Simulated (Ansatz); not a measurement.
Base system: HfO2 (space group P4_2/nmc, No. 137; a = 3.567 Å, c = 5.166 Å).

Now apply this change: the cell is scaled by 1.0240 in all directions, atoms relaxed at fixed cell.

Levels (all Ansatz, a quantum-chemistry and plane-wave program, PAW): PBEsol (420 eV, no SOC); r2SCAN (500 eV, spin-orbit coupling left out); HSE06 (420 eV, spin-orbit coupling left out).

At the geometry relaxed with PBEsol, these levels gave the following band gaps, in shuffled order: (a) 5.06 eV, (b) 6.21 eV, (c) 4.43 eV.

Problem. Match each gap to its level.

Solution. (a) r2SCAN; (b) HSE06; (c) PBEsol.

Single points use the geometry relaxed with PBEsol. HSE06 was sampled on its mesh, a few special points and the semilocal edge points, so its gap is an upper bound. Spin-orbit coupling, missing from the scalar runs, can matter with Hf. The cells carry an imposed strain or load. Stability against distortions was not tested. This is not the structure that HfO2 has at room temperature and ambient pressure.
